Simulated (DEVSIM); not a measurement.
Device: InP p-i-n diode, at 300 K.

| layer (left to right) | material | thickness (μm) | Nd (cm⁻³) | Na (cm⁻³) | τn (s) | τp (s) |
|---|---|---|---|---|---|---|
| 1 | InP | 0.640 | - | 2.7e17 | 2.1e-8 | 2.1e-8 |
| 2 | InP | 0.420 | 7.7e11 | - | 2.1e-8 | 2.1e-8 |
| 3 | InP | 0.560 | 1.2e17 | - | 2.1e-8 | 2.1e-8 |

Left contact: ohmic. Right contact: ohmic. Voltage is applied to the left contact. Recombination: SRH at mid-gap, radiative. Mobility is μmin + (μ − μmin)/(1 + (N/Nref)^α).

This is a model device: material constants are rounded textbook-type values typed into the input, and sizes, dopings and lifetimes were drawn at random. Values at 300 K; Nc and Nv go as T^1.5, mobilities as T to minus their exponent, the gap by Varshni's rule with the affinity fixed. The table also holds parameters that only a changed run uses.

```tsv
parameter	InP
gap (eV)	1.344
affinity (eV)	4.38
permittivity	12.5
Nc (cm⁻³)	5.7e17
Nv (cm⁻³)	1.1e19
μn (cm²/Vs)	5200
μp (cm²/Vs)	170
μn,min	400
μp,min	10
Nref,n	3e17
Nref,p	4.9e17
αn	0.47
αp	0.62
T exponent of μn	2
T exponent of μp	2
B (cm³/s)	1.2e-10
Cn (cm⁶/s)	9e-31
Cp (cm⁶/s)	9e-31
Varshni α (eV/K)	0.000363
Varshni β (K)	162
```

Simulated with DEVSIM: 1D drift-diffusion, Boltzmann statistics, complete ionisation; no tunnelling, impact ionisation, image-force lowering or self-heating.

Base results: dark forward voltage at 100 A/cm² (V) 1.066; potential step across the device at zero bias (V) 1.208; dark forward voltage at 1 A/cm² (V) 0.943.

Problem. What follows from this one change: temperature 300 → 350 K?

Solution. dark forward voltage at 100 A/cm² 1.066 → 0.993 V; potential step across the device at zero bias 1.208 → 1.155 V; dark forward voltage at 1 A/cm² 0.943 → 0.850 V.

Problem. What follows from this one change: doping Na of layer 1 2.7e+17 → 8.1e+16 cm^-3?

Solution. dark forward voltage at 100 A/cm² 1.066 → 1.032 V; potential step across the device at zero bias 1.208 → 1.177 V; dark forward voltage at 1 A/cm² 0.943 → 0.910 V.

Problem. What follows from this one change: constant mobility in place of the doping-dependent one?

Solution. dark forward voltage at 100 A/cm² 1.066 → 1.051 V; potential step across the device at zero bias little changed (1.208 V); dark forward voltage at 1 A/cm² 0.943 → 0.929 V.
